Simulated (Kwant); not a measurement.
System: wire with a side stub in a Ge (holes) two-dimensional gas. Effective mass 0.06 mₑ, grid spacing 1.7 nm, hard walls, nominal width 40 nm (23 grid rows, so walls 40.8 nm apart), one parabolic valley, scattering region 120 nm long along x; energies count from the band bottom; Fermi energy swept from 0.0031336 to 0.037211 eV. Closed stub on one side, 44 nm wide and 20 nm deep.

Constants are typed, rounded textbook-type inputs, not results; the design itself was drawn at random and stands for no fabricated device.

Computed with Kwant: effective-mass tight-binding model on a square grid, one spin, coherent transport at 0 K. Conductance is in e²/h.

### Question
How many channels do the leads carry at E = 26.3, 30.1 meV?

### Answer
The hard-wall thresholds are n² ħ²π²/(2mW²) = n² × 3.76 meV with W = 40.8 nm. √(26.3/3.76) = 2.64, so 2. √(30.1/3.76) = 2.83, so 2.
